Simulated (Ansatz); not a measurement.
# SnS: electrons 5.0×10^21 cm⁻³

Base system: SnS (space group Pnma, No. 62; a = 10.912 Å, b = 3.954 Å, c = 4.111 Å).

Now apply this change: electron doping at 5.0×10^21 cm⁻³ (0.887 per cell), with a uniform compensating background at fixed cell and a 300 K Fermi–Dirac width.

All numbers come from plane-wave PAW DFT at the PBEsol-D3(BJ) level (Ansatz, a quantum-chemistry and plane-wave program, 420 eV), spin-orbit coupling left out, earlier PAW set. k-mesh 5×12×11 (Γ-centred); smearing 0.0259 eV (Fermi–Dirac).

| quantity | base | changed | shift |
|---|---|---|---|
| gap between the host's bands | 0.30 eV | 0.11 eV | -0.184 eV |
| gap character | indirect, Γ–Z (83 % along) → Γ | indirect, Γ–Z (83 % along) → Γ | – |
| largest internal atomic displacement | – | 0.065 Å | – |
| Fermi level relative to the doped band's edge (positive inside the band; to 0.05 eV) | – | +0.70 eV | – |

Final structure:

```yaml
crystal:
  lattice:
    - [10.91250, 0.00000, 0.00000]
    - [0.00000, 3.95362, 0.00000]
    - [0.00000, 0.00000, 4.11052]
  atoms:
    - { symbol: Sn, position: [0.61636, 0.75000, 0.57692] }
    - { symbol: Sn, position: [0.88364, 0.25000, 0.07692] }
    - { symbol: Sn, position: [0.38364, 0.25000, 0.42308] }
    - { symbol: Sn, position: [0.11636, 0.75000, 0.92308] }
    - { symbol: S, position: [0.35747, 0.75000, 0.96609] }
    - { symbol: S, position: [0.14253, 0.25000, 0.46609] }
    - { symbol: S, position: [0.64253, 0.25000, 0.03391] }
    - { symbol: S, position: [0.85747, 0.75000, 0.53391] }
```
Cell charge -0.886719.

Carriers are added with a uniform compensating background; total energy and stress of such cells depend on the potential's zero and are not compared; many-body gap narrowing is missing at this level. Stability against distortions was not tested. The zero or small gap of SnS can change with the level of theory.
